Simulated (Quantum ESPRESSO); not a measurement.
A self-consistent single point of Co (P-3m1, 2 atoms in the cell) with Quantum ESPRESSO.

Level of theory: LDA (PZ), PSlibrary PAW (LDA) pseudopotentials (plane waves; Quantum ESPRESSO 7.5).

```
CELL_PARAMETERS angstrom
      2.52255     0.00000     0.00000
     -1.26127     2.18459     0.00000
      0.00000     0.00000     4.09035
ATOMIC_POSITIONS crystal
  Co 0.33333 0.66667 0.26222
  Co 0.66667 0.33333 0.75000
```
Moments meant for the start (each program seeds them in its own way; μB, in the order of the atoms Co Co): 2.0 2.0.

Reference input (self-consistent single point, DFT, LDA (PZ), plane waves, PSlibrary PAW (LDA) pseudopotentials): ecutwfc = 55 Ry; ecutrho = 330 Ry; occupations = smearing; smearing = fd; degauss = 0.0073499 Ry; nspin = 2; potentials = {Co: Co.pz-n-kjpaw_psl.1.0.0.UPF}; K_POINTS = automatic 7 7 4 0 0 0; conv_thr = 1e-11 Ry; mixing_beta = 0.3. This run's input differs from it in these lines:

```diff
@@ -18,2 +18,3 @@
    degauss = 0.0073499
+   nbnd = 9
    nspin = 2
```

The program printed (abridged):

```
     Self-consistent Calculation

     iteration #  1     ecut=    55.00 Ry     beta= 0.30

 %%%%%%%%%%%%%%%%%%%%%%%%%%%%%%%%%%%%%%%%%%%%%%%%%%%%%%%%%%%%%%%%%%%%%%%%%%%%%%
     Error in routine efermig (1):
     internal error, cannot bracket Ef
 %%%%%%%%%%%%%%%%%%%%%%%%%%%%%%%%%%%%%%%%%%%%%%%%%%%%%%%%%%%%%%%%%%%%%%%%%%%%%%

     stopping ...
```

The program stopped with an error at about iteration 1. 

The starting cell has typed, rounded lattice constants, without a prior relaxation at this level. Its lattice was rescaled by up to half a per cent. One atom was moved a little off its site on purpose.
